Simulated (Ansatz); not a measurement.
Take PbS in the rock salt structure (space group Fm-3m, No. 225) as the base.

```yaml
crystal:
  lattice:
    - [0.00000, 2.95134, 2.95134]
    - [2.95134, 0.00000, 2.95134]
    - [2.95134, 2.95134, 0.00000]
  atoms:
    - { symbol: S, position: [0.00000, 0.00000, 0.00000] }
    - { symbol: Pb, position: [0.50000, 0.50000, 0.50000] }
```

Level of theory: Ansatz (a program for electronic structure), PBEsol, PAW, cutoff 420 eV, scalar-relativistic without spin-orbit coupling.

Before the change:

The band gap comes out as 0.19 eV.

The change: Te takes the place of S on all its sites; the structure is relaxed again.

### Question
Estimate the effect on the band gap and hole mass.

### Answer
The band gap rises by 0.453 eV to 0.65 eV; the hole mass amounts to 0.38 mₑ along k, 0.073 mₑ across (at L).

Spin-orbit coupling, missing from the scalar runs, can matter with Pb and Te. Masses are band curvatures over ±0.01 Å⁻¹ around the edge. Along k means along the line from Γ to the band edge. No phonon test of stability was made. A zero or small gap of PbS can be the functional's error rather than a property of the material.
